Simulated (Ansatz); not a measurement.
**A computed series for InP: element substitutions**

The parent structure is InP in the zinc blende structure (space group F-43m, No. 216; a = 5.8782 Å).

Each row replaces one element on all its sites; cell and atoms are relaxed.

Levels (all Ansatz, a quantum-chemistry and plane-wave program, PAW): PBEsol (420 eV, without spin-orbit coupling); r2SCAN (500 eV, scalar-relativistic without spin-orbit coupling).

Band gaps by level, all at the geometries relaxed with PBEsol:

```csv
case,PBEsol,r2SCAN
base,0.57 eV,1.11 eV
In → Ir,zero,zero
In → Ga,1.45 eV,1.83 eV
```

Single points use the geometry relaxed with PBEsol. Stability against distortions was not tested. As relaxed here, IrP is a hypothetical phase, not in the database extracts checked. The final runs are not spin-polarised.
